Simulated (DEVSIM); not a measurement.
System: Cr/HfO2/SiO2/p-Si capacitor, at 400 K.

Layer 1 from the left is HfO2, thickness (nm) 10.0. Layer 2 from the left is SiO2, thickness (nm) 1.30. Layer 3 from the left is Si, thickness (nm) 1400, Na (cm⁻³) 1.6e17.

Metal gate on the left, work function 4.5 eV. Fixed charge at the semiconductor interface 0 cm⁻² (in units of +e); interface traps 7.1e11 cm⁻² eV⁻¹, uniform in energy, neutral level at 0.3 of the gap above the valence band.

Constants are typed, rounded textbook-type inputs, not results; the design itself was drawn at random and stands for no fabricated device. Values at 300 K; Nc and Nv go as T^1.5, mobilities as T to minus their exponent, the gap by Varshni's rule with the affinity fixed.

HfO2: gap (eV) 5.7, affinity (eV) 2.5, permittivity 22. SiO2: gap (eV) 9, affinity (eV) 0.9, permittivity 3.9. Si: gap (eV) 1.124, affinity (eV) 4.05, permittivity 11.7, Nc (cm⁻³) 2.86e19, Nv (cm⁻³) 3.1e19, Varshni α (eV/K) 0.000473, Varshni β (K) 636.

Model (solved in DEVSIM): 1D Poisson equation in equilibrium, Boltzmann statistics, complete ionisation; no quantum confinement or tunnelling. Metal contacts follow the ideal Schottky-Mott rule: no Fermi-level pinning, no interface dipoles.

**Question.** What does the simulation give for the minimum of the low-frequency capacitance, the threshold voltage (band bending 2φF)?

**Answer.** minimum of the low-frequency capacitance 0.221 μF/cm²; threshold voltage (band bending 2φF) 0.49 V.
